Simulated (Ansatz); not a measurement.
# Hypothetical CdI2 type MnF2, thickness series

Start from MnF$_{2}$ in the CdI2 type structure (space group P-3m1, No. 164; a = 3.3281 Å, c = 4.2810 Å; ferromagnetic; a hypothetical phase, not in the database extracts checked; layered, stacked along the Cartesian z axis).

Free-standing slabs (3 atom(s) a layer) normal to the stacking axis with 15 Å of vacuum; in-plane cell relaxed.

Calculations: PBE-D3(BJ)/PAW in Ansatz (a first-principles code), spin-orbit coupling left out.

Notes on the quantities. electron mass: in plane; excess energy per area of both faces: slab less bulk energy over the cell's area: twice a surface energy.

```tsv
change	band gap	electron mass	excess energy per area of both faces	shortest interatomic distance
base	1.70 eV	–	–	2.147 Å
1 layer	2.32 eV	0.59 mₑ (at Γ)	___	2.150 Å
2 layers	___	0.54 mₑ (at Γ)	0.26 J/m²	2.147 Å
3 layers	1.88 eV	0.53 mₑ (at Γ)	0.26 J/m²	2.147 Å
4 layers	1.82 eV	0.53 mₑ (at Γ)	0.26 J/m²	2.147 Å
```

Task: Fill in the withheld entries from the trend.

Result: 
- 1 layer, excess energy per area of both faces: 0.24 J/m²
- 2 layers, band gap: 2.00 eV

The excess energy carries the mismatch between the slab's and the bulk's meshes. Masses are band curvatures over ±0.01 Å⁻¹ around the edge. No phonon test of stability was made. No Hubbard U is applied and the magnetic state is the run's own (MnF2 ferromagnetic); other magnetic orders, which need larger cells, were not tried and can change the gap. The program warned that a D3 coordination switch lies within reach, so dispersion energies are less smooth here.
